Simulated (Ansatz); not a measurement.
Defect: Rh vacancy in fcc Rh, neutral cell. Calculation: PBE, PAW (plane waves to 420 eV; Ansatz, an electronic-structure program).

32-site cell at the relaxed PBE lattice, a 2×2×2 k-point mesh shifted by half a step, smearing 0.10 eV, spin-restricted, no finite-size correction. No zero-point or tunnelling terms. Forms of the defect that were not tried may lie lower.

Barriers: single points on a 4×4×4 k-point mesh shifted by half a step at the bands' geometries.

Relaxed starting cell (atoms counted from 1):

```
Rh
1.0
    7.66000     0.00000     0.00000
    0.00000     7.66000     0.00000
    0.00000     0.00000     7.66000
Rh
31
Direct
  0.99954   0.00039   0.50138
  0.99964   0.50038   0.00145
  0.99962   0.50039   0.50138
  0.49966   0.00037   0.00145
  0.49968   0.00040   0.50145
  0.49956   0.50038   0.00137
  0.49957   0.50037   0.50148
  0.99961   0.24847   0.24957
  0.99956   0.24851   0.75328
  0.99957   0.75218   0.24960
  0.99964   0.75217   0.75325
  0.49957   0.25056   0.25167
  0.49955   0.25060   0.75119
  0.49959   0.75015   0.25172
  0.49969   0.75016   0.75122
  0.24775   0.00032   0.24963
  0.24780   0.00033   0.75337
  0.24983   0.50042   0.25166
  0.24978   0.50038   0.75122
  0.75150   0.00036   0.24963
  0.75148   0.00038   0.75340
  0.74940   0.50026   0.25162
  0.74940   0.50035   0.75130
  0.24765   0.24843   0.00153
  0.24986   0.25057   0.50154
  0.24778   0.75211   0.00148
  0.24985   0.75021   0.50150
  0.75134   0.24855   0.00146
  0.74940   0.25063   0.50148
  0.75147   0.75223   0.00153
  0.74939   0.75017   0.50147
```

End state 1 differs by these moves (Å; atoms that move under 0.08 Å are left out):

| atom | element | Δx | Δy | Δz |
|---|---|---|---|---|
| 10 | Rh | 0.00 | 1.88 | -1.88 |

Give the forward and backward barriers to end state 1 at the level PBE, PAW.

forward 1.84 eV, backward 1.84 eV; at the saddle point atom 10 has neighbours 4 Rh at 2.49, 4 Rh at 2.98 Å. The saddle point's order was not checked, and it lies on a symmetry element of the cell, where a band can be held.
